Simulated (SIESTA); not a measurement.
A user runs SIESTA on Cd (P6_3/mmc, 2 atoms in the cell) and asks whether the run is sound. The aim is a self-consistent single point with DFT, GGA PBE, numerical atomic orbitals DZP, PseudoDojo PBE standard norm-conserving potentials (rewritten from UPF to PSML).

Cell that was meant: a = 2.9546 Å, b = 2.9546 Å, c = 5.8783 Å, α = 90.00°, β = 90.00°, γ = 120.00°.

Part of the input:

```
XC.functional                GGA
XC.authors                   PBE
PAO.BasisSize                DZP
PAO.EnergyShift              0.1 Ry
MeshCutoff                   350 Ry
%block kgrid.MonkhorstPack
   13   0   0  0.0
```

Log, with long lists cut:

```
reinit: Reading from file input.fdf

reinit: System Name: Cd
reinit: System Label: cd

   [... lines left out ...]
       -1.477312    2.558779    0.000000
        0.000000    0.000000    5.878278

outcell: Cell vector modules (Ang)   :    2.954624    2.954624    5.878278
outcell: Cell angles (23,13,12) (deg):     90.0000     90.0000    120.0000
outcell: Cell volume (Ang**3)        :     44.4411
new_DM -- step:     1
Initializing Density Matrix...

Attempting to read DM from file... Failed...
DM filled with atomic data:

InitMesh: MESH = 30 x 30 x 72 = 64800
InitMesh: Mesh cutoff (required, used) =   350.000   379.908 Ry

stepf: Fermi-Dirac step function
        iscf     Eharris(eV)        E_KS(eV)     FreeEng(eV)     dDmax    Ef(eV) dHmax(eV)
   scf:    1    -9421.563692    -9465.834588    -9465.845686  1.095576  7.004297 27.089505
   scf:    2    -9493.248951    -9480.241811    -9480.251021  0.199424  5.672343 19.889969
   scf:    3    -9504.545392    -9495.618986    -9495.623291  0.463532  3.109672  2.821259
   scf:    4    -9496.055864    -9495.891227    -9495.895639  0.080100  2.843964  0.331822
   scf:    5    -9495.819051    -9495.868205    -9495.872726  0.045233  2.695121  0.959619
   [... 2 lines left out ...]
   scf:    8    -9495.900456    -9495.899778    -9495.904343  0.001822  2.769698  0.140459
   scf:    9    -9495.900803    -9495.900440    -9495.904978  0.004068  2.752727  0.003976
   scf:   10    -9495.900448    -9495.900444    -9495.904979  0.000186  2.749551  0.000661
   scf:   11    -9495.900445    -9495.900444    -9495.904979  0.000027  2.749066  0.000338
SCF Convergence by DM+H criterion
max |DM_out - DM_in|         :     0.0000272793
max |H_out - H_in|      (eV) :     0.0003378961
SCF cycle converged after 11 iterations

Using DM_out to compute the final energy and forces

siesta: E_KS(eV) =            -9495.9004

siesta: E_KS - E_eggbox =     -9495.9004

siesta: Atomic forces (eV/Ang):
     1   -0.000031    0.000018   -0.000000
     2    0.000031   -0.000018    0.000000
   Tot    0.000000    0.000000    0.000000
   Max    0.000031
   Res    0.000021    sqrt( Sum f_i^2 / 3N )
   Max    0.000031    constrained

Stress tensor Voigt[x,y,z,yz,xz,xy] (kbar):      754.95      755.00      605.24       -0.00       -0.00        0.04
(Free)E + p*V (eV/cell)    -9515.4620
Target enthalpy (eV/cell)    -9495.9050

   [... lines left out ...]
siesta: FreeEng =     -9495.904979
   [... lines left out ...]
siesta:     0.000025    0.471234   -0.000000
siesta:    -0.000000   -0.000000    0.377759

siesta: Cell volume =         44.441133 Ang**3

siesta: Pressure (static):
siesta:                Solid            Molecule  Units
siesta:          -0.00479292         -0.00479293  Ry/Bohr**3
siesta:          -0.44006563         -0.44006609  eV/Ang**3
siesta:        -705.06287534       -705.06361043  kBar
```

**Question.** Can these results be used? Check the input.

**Answer.** The run is not sound. The fault is an energy shift that confines the orbitals too tightly. A large shift gives short orbitals and a poorer basis. To fix it, use a small shift. The run converged in 11 iterations without an error; against the sound input the free energy goes up by 22.3 eV/atom and the pressure goes from 0.01 to -70.51 GPa.

The sound input it was made from differs as follows (other fixes are possible):
```diff
-PAO.EnergyShift              0.1 Ry
+PAO.EnergyShift              0.005 Ry
```

With that input, the run converged in 9 iterations: free energy E − TS -9540.5791 eV; Fermi level (on the code's own zero) -2.36 eV; pressure 0.01 GPa (DFT, GGA PBE, numerical atomic orbitals DZP, PseudoDojo PBE standard norm-conserving potentials (rewritten from UPF to PSML)).

On the sound input: the starting cell comes from a database of computed structures (which also holds hypothetical and non-ambient phases and stackings), without a prior relaxation at this level. Its lattice was rescaled by a random factor within 2.5 % of one. Values carry the incompleteness of an atom-centred basis.
